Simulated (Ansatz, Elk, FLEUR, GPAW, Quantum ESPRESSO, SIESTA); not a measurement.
Code comparison for HfCuSi2 (P4/nmm, 8 atoms in the cell)

Self-consistent single point, at a second geometry (lattice scaled by 0.98). First geometry:

```
HfCuSi2
1.0
    3.66138     0.00000     0.00000
    0.00000     3.66138     0.00000
    0.00000     0.00000     8.96353
Hf Si Cu
2 4 2
Direct
  0.00000   0.50000   0.26585
  0.50000   0.00000   0.73415
  0.50000   0.50000   0.50000
  0.00000   0.00000   0.50000
  0.50000   0.00000   0.17018
  0.00000   0.50000   0.82982
  0.00000   0.00000   0.00000
  0.50000   0.50000   0.00000
```

Shared settings, as Ansatz (a program for electronic structure) writes them: kpoints.mp_grid.grid = 8 8 3; scf.occupations.method = fermi_dirac; scf.occupations.width = 0.136 eV. Potentials and cutoffs stand in the table.

| code | model | ΔF from the first geometry (meV/atom) | pressure (GPa) | largest force (eV/Å) | cutoff |
|---|---|---|---|---|---|
| Quantum ESPRESSO | PBEsol, GBRV 1.5 ultrasoft (PBESOL) pseudopotentials | 19.2 | 8.48 | 0.499 | 50 Ry |
| Ansatz | PBEsol, PAW files made with PBE | 16.5 | 8.23 | 0.513 | 420 eV |
| SIESTA | GGA PBEsol, numerical atomic orbitals DZP, PseudoDojo PBEsol standard norm-conserving potentials (rewritten from UPF to PSML) | 14.5 | 7.94 | 0.723 | grid 350 Ry |
| Elk | PBEsol, all-electron FP-LAPW, Elk's shipped species files, APW+lo basis with extra local orbitals | 20.7 | – | – | rgkmax 7.5 |
| GPAW | PBEsol, GPAW PAW datasets PBEsol (made by gpaw-setup) | 23.7 | 9.63 | 0.585 | 850 eV |
| FLEUR | PBEsol, all-electron FLAPW (FLEUR), scalar-relativistic valence | 17.3 | – | 0.543 | Kmax 3.8 1/bohr |

Size of the force on each atom (eV/Å): Sizes of forces hide their directions.

```json
[
 {"code": "Quantum ESPRESSO", "Hf1": "0.164", "Hf2": "0.164", "Si3": "0.000", "Si4": "0.000", "Si5": "0.499", "Si6": "0.499", "Cu7": "0.000", "Cu8": "0.000"},
 {"code": "Ansatz", "Hf1": "0.134", "Hf2": "0.134", "Si3": "0.000", "Si4": "0.000", "Si5": "0.513", "Si6": "0.513", "Cu7": "0.000", "Cu8": "0.000"},
 {"code": "SIESTA", "Hf1": "0.210", "Hf2": "0.210", "Si3": "0.000", "Si4": "0.000", "Si5": "0.723", "Si6": "0.723", "Cu7": "0.000", "Cu8": "0.000"},
 {"code": "GPAW", "Hf1": "0.147", "Hf2": "0.147", "Si3": "0.000", "Si4": "0.000", "Si5": "0.585", "Si6": "0.585", "Cu7": "0.000", "Cu8": "0.000"},
 {"code": "FLEUR", "Hf1": "0.151", "Hf2": "0.151", "Si3": "0.000", "Si4": "0.000", "Si5": "0.543", "Si6": "0.543", "Cu7": "0.000", "Cu8": "0.000"}
]
```

A dash marks a value that a program does not give, or that is left out as unsure.

On Ansatz's run: spin-orbit coupling is off. Spin polarisation is off.

The spread over the programs that give each value: ΔF from the first geometry within 9.2 meV/atom; pressure within 1.69 GPa; largest force within 0.224 eV/Å.

SIESTA uses small atom-centred bases, whose incompleteness enters pressures, forces and empty levels differently from a plane-wave cutoff. Elk and FLEUR treat all electrons, but the usual bases taken here (sphere radii, linearisation, local orbitals, empty states) were not tested for convergence, so the values are no reference for the others. Ansatz's pressure is given at a fixed set of plane waves, as the other plane-wave codes print theirs; with its correction for the finite basis it is 8.28 GPa. In the pressure, GPAW (by 1.15) lies more than 1 GPa from the median of the plane-wave programs. In the force vectors, SIESTA (by 0.210) lies more than 0.08 eV/Å from the median of the plane-wave programs.

The starting cell comes from a database of computed structures (which also holds hypothetical and non-ambient phases and stackings), without a prior relaxation at this level. For this run, on top of that: lattice scaled by 0.98.

Keys are those of Ansatz 0.2.
